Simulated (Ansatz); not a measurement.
Cell and atoms of amorphous Si₂₄O₄₇:

```
CELL_PARAMETERS angstrom
     10.04710     0.00000     0.00000
      0.00000    10.04710     0.00000
      0.00000     0.00000    10.04710
ATOMIC_POSITIONS crystal
  Si 0.81367 0.02522 0.10202
  Si 0.72856 0.84856 0.34779
  Si 0.83935 0.31788 0.61321
  Si 0.87261 0.48830 0.09349
  Si 0.37437 0.76395 0.69187
  Si 0.19482 0.28775 0.51145
  Si 0.15917 0.88473 0.27388
  Si 0.54564 0.14917 0.18735
  Si 0.99488 0.13846 0.67694
  Si 0.14408 0.42738 0.00517
  Si 0.08542 0.85301 0.74242
  Si 0.36911 0.97890 0.00667
  Si 0.00090 0.46031 0.38514
  Si 0.60391 0.38265 0.04357
  Si 0.97777 0.74574 0.47971
  Si 0.63032 0.92924 0.87547
  Si 0.17617 0.74178 0.01713
  Si 0.29398 0.46731 0.74150
  Si 0.69424 0.03690 0.59723
  Si 0.42682 0.82163 0.40488
  Si 0.60209 0.42884 0.76546
  Si 0.66051 0.63553 0.95806
  Si 0.12477 0.12736 0.10464
  Si 0.46192 0.12638 0.47392
  O  0.88774 0.38066 0.47493
  O  0.23496 0.39388 0.87578
  O  0.44675 0.02717 0.14460
  O  0.41965 0.97297 0.46575
  O  0.95374 0.29088 0.72986
  O  0.61925 0.32668 0.89074
  O  0.56837 0.13789 0.59809
  O  0.06256 0.86078 0.40204
  O  0.48729 0.00736 0.89528
  O  0.96362 0.09130 0.08600
  O  0.28139 0.62586 0.74526
  O  0.09702 0.80694 0.14489
  O  0.76163 0.98979 0.95274
  O  0.49766 0.28935 0.11955
  O  0.55396 0.53870 0.03813
  O  0.04118 0.59773 0.45936
  O  0.20482 0.40170 0.62313
  O  0.39725 0.71939 0.52448
  O  0.68637 0.93669 0.72121
  O  0.19229 0.58047 0.04907
  O  0.57434 0.79757 0.33132
  O  0.98269 0.44355 0.98282
  O  0.97885 0.78229 0.63840
  O  0.94533 0.49686 0.23856
  O  0.45005 0.42596 0.71583
  O  0.61193 0.78607 0.94760
  O  0.69758 0.37746 0.64479
  O  0.30597 0.81882 0.29564
  O  0.33954 0.22720 0.48636
  O  0.54359 0.17397 0.34506
  O  0.23299 0.86830 0.68316
  O  0.83176 0.14082 0.60368
  O  0.12773 0.35817 0.38066
  O  0.01810 0.00807 0.76319
  O  0.32048 0.82234 0.00650
  O  0.80366 0.62632 0.03807
  O  0.75179 0.38210 0.11141
  O  0.66683 0.57281 0.80679
  O  0.15062 0.29039 0.10095
  O  0.70252 0.13037 0.15462
  O  0.23032 0.06732 0.99135
  O  0.16406 0.04761 0.24402
  O  0.72337 0.97071 0.45578
  O  0.80020 0.90103 0.21014
  O  0.10119 0.16061 0.55925
  O  0.08215 0.77776 0.88739
  O  0.82622 0.73817 0.41743
```

Methods: PBE, scalar-relativistic without spin-orbit coupling (Ansatz, a program for electronic structure); r2SCAN, scalar-relativistic without spin-orbit coupling (Ansatz); HSE06, scalar-relativistic without spin-orbit coupling (Ansatz). Neutral PBE cell, which sets geometry, pressure and energy: sampling: a 2×2×2 Γ-centred mesh; Fermi-Dirac width 0.02 eV; no spin polarisation. The usual formal charges leave 2 electrons over, so the level spacing at the Fermi energy parts defect or band states and needn't be the band gap. Exact exchange is cut at the faces of this 10 Å cell, which leaves hybrid gaps a finite-size error.

A CHGNet melt-quench gave the starting glass, which DFT then relaxed. O atoms were pushed apart under 1.9 Å during the dynamics, to hinder bonds among them. The hot cell started wider than the set density and was brought back towards it in steps. It is the lowest in DFT energy of 2 quenches. It is a model cell: composition and starting density were chosen by hand, and all elements were melted together. No dispersion term was used. A short ab initio anneal came between quench and relaxation. Its density started from a set value of 2.30 and ended at 2.33 g/cm³. The simulated quench (nominally 290 K/ps over its main leg) is rapid and tends to freeze in more defects than a deposited or slowly cooled glass has. One small periodic cell is one sample of the glass; other quenches scatter about these values. The volume was free in the relaxation, at fixed shape.

**Question.** Give the pressure, the energy against reference phases and the spacing of the highest filled and lowest empty levels.

**Answer.** 
```yaml
Pressure on a 2×2×2 Γ-centred mesh: -0.08 GPa
Largest force and stress component on that mesh (the relaxation ran on the zone centre alone): 0.20 eV/Å and 1.8 GPa
Energy relative to alpha cristobalite + silicon (lowest mix at this level among the phases computed, not always the ambient ones): 0.142 eV/atom
Level spacing at the Fermi energy on a 2×2×2 Γ-centred mesh (PBE): 1.62 eV
Level spacing at the Fermi energy at the zone centre (PBE): 1.80 eV
Level spacing at the Fermi energy at the zone centre (r2SCAN): 2.14 eV
Level spacing at the Fermi energy at the zone centre (HSE06): 2.80 eV
Distance between the nearest levels spread over more than a fifth of the atoms or a third of the atoms of their main element (six at least) (PBE, zone centre): 5.25 eV
```

**Question.** At PBE and the zone centre, how localised are the states just below and above the Fermi level (participation number: the atoms over which a state spreads)?

**Answer.** The highest filled state is spread over 3.1 atoms' worth, largest on Si5, with weights by element (charge in smoothed Voronoi cells) Si 0.60, O 0.40. The lowest empty state is spread over 40.7 atoms' worth, largest on Si9, with weights by element (charge in smoothed Voronoi cells) O 0.64, Si 0.36.

At PBE the levels at the filled edge of the gap are localised (band-tail or defect states), and the nearest spread-out levels lie 5.2 eV apart at the zone centre.

Bonds are counted up to Si-Si 2.60 Å, Si-O 1.96 Å, O-O 1.58 Å. Two cations that share two anions don't count as bonded, nor two that share one unless they lie closer than Si-Si 2.38 Å.

A PBE run started with 1 μB on atoms that lack a bond or may hold spare charge lost its moments; other starts weren't tried.
